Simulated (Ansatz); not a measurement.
Input and output of a self-consistent single point for MgZn₂ (Cm, 6 atoms in the cell) (Ansatz, a first-principles code).

Level of theory: PBEsol, default PAW files made with PBE (plane waves; Ansatz).

```xyz
6
Lattice="5.1741 -1.5209 0.0000 5.1741 1.5209 0.0000 -1.3659 0.0000 6.6099" Properties=species:S:1:pos:R:3 pbc="T T T"
Mg     3.5880     0.0000     1.7635
Mg    -0.2226     0.0000     4.0819
Zn     0.0365     0.0000     0.0073
Zn     6.4203     0.0000     2.1768
Zn     2.5369     0.0000     4.4445
Zn     6.1920     0.0000     6.2540
```

Reference input (self-consistent single point, DFT, PBEsol, plane waves, default PAW files made with PBE): basis.ecutwfc = 420 eV; kpoints.mp_grid.grid = 9 9 4; hamiltonian.xc = pbesol; hamiltonian.pseudopotentials = {kind: paw} (the program's default PAW files); scf.occupations.method = gaussian; scf.occupations.width = 0.1 eV. This run's input differs from it in these lines:

Ansatz 0.2 input:
```diff
@@ -16,3 +16,3 @@
   mp_grid:
-    grid: [9, 9, 4]
+    grid: [8, 8, 4]
 hamiltonian:
@@ -24,3 +24,3 @@
     method: gaussian
-    width: 0.1
+    width: 0.3
 output:
```

Log, with long lists cut:

```
SCF iter   1: F=—  HF=-16947.657557 eV  |F-HF|=—  |Δ(HF+E_count)|=         —  Δρ=3.30e-3  dr2=9.24e-3  ethr=1.77e-3  ⟨swp⟩=9.0  Hψ=14230  notcnv=0
all-band conjugate gradients solve this SCF's bands
preconditioner: auto → Kerker (q_TF=auto, 2.542 Å⁻¹)
SCF iter   2: F=—  HF=-16947.653390 eV  |F-HF|=—  |Δ(HF+E_count)|=   4.17e-3  Δρ=1.08e-3  dr2=3.28e-3  ethr=1.36e-5  ⟨swp⟩=2.2  Hψ=5629  notcnv=0
   [... lines left out ...]
SCF iter   5: F=—  HF=-16947.652203 eV  |F-HF|=—  |Δ(HF+E_count)|=   6.49e-5  Δρ=8.27e-5  dr2=1.22e-5  ethr=3.19e-7  ⟨swp⟩=3.0  Hψ=5969  notcnv=0
SCF iter   6: F=—  HF=-16947.652193 eV  |F-HF|=—  |Δ(HF+E_count)|=   9.91e-6  Δρ=4.08e-5  dr2=1.00e-6  ethr=1.79e-8  ⟨swp⟩=2.0  Hψ=5609  notcnv=0
SCF iter   7: F=—  HF=-16947.652193 eV  |F-HF|=—  |Δ(HF+E_count)|=   3.22e-7  Δρ=2.54e-5  dr2=5.02e-7  ethr=1.48e-9  ⟨swp⟩=2.1  Hψ=5302  notcnv=0
SCF iter   8: F=-16947.652193 eV  HF=-16947.652193 eV  |F-HF|=1.04e-7  |Δ(HF+E_count)|=   1.62e-7  Δρ=1.08e-5  dr2=9.61e-8  ethr=1.47e-10  ⟨swp⟩=6.8  Hψ=16067  notcnv=0
SCF 1 converged in 8 iterations: F = -16947.652193 eV  dr2 = 9.61e-8
Free energy (F): -16947.652193 eV
Internal energy: -16947.577663 eV  (E = F + TS)
E sigma→0 (E₀):  -16947.614928 eV
Entropy (-TS):   -0.074530 eV (-12.422 meV/atom)
Fermi energy:    8.775406 eV
--- Forces (eV/Å), atoms counted from 1 ---
  atom   1  Mg    -0.08178312    -0.00000000    -0.08098117
  atom   2  Mg     0.04477966    -0.00000000     0.04016255
  atom   3  Zn     0.09163009     0.00000000     0.01334621
  atom   4  Zn    -0.04550325    -0.00000000    -0.13093953
  atom   5  Zn    -0.02547056    -0.00000000     0.16317302
  atom   6  Zn     0.01635205    -0.00000000    -0.00476904
--- Stress (GPa, compression-positive) ---
       -2.849191       0.000000      -0.453249
        0.000000      -3.675691       0.000000
       -0.453249       0.000000      -3.021959
  P = ⅓ Tr σ = -3.1823 GPa (-31.823 kbar)
  The stress holds the Pulay correction. Without it, at fixed plane waves, as pw.x and ABINIT print it: P = -3.2322 GPa
```

The run converged in 8 iterations. Against the reference run the free energy falls by 9.1 meV/atom, the pressure stays near -3.18 GPa while the yy stress (positive for compression) goes from -2.79 to -3.68 GPa and the largest force goes from 0.195 to 0.165 eV/Å.

The starting cell comes from a database of computed structures (which also holds hypothetical and non-ambient phases and stackings), without a prior relaxation at this level. With a pressure of about -3 GPa the cell is away from its equilibrium volume at this level. Ansatz's pressure includes its estimate of the finite-basis (Pulay) stress.
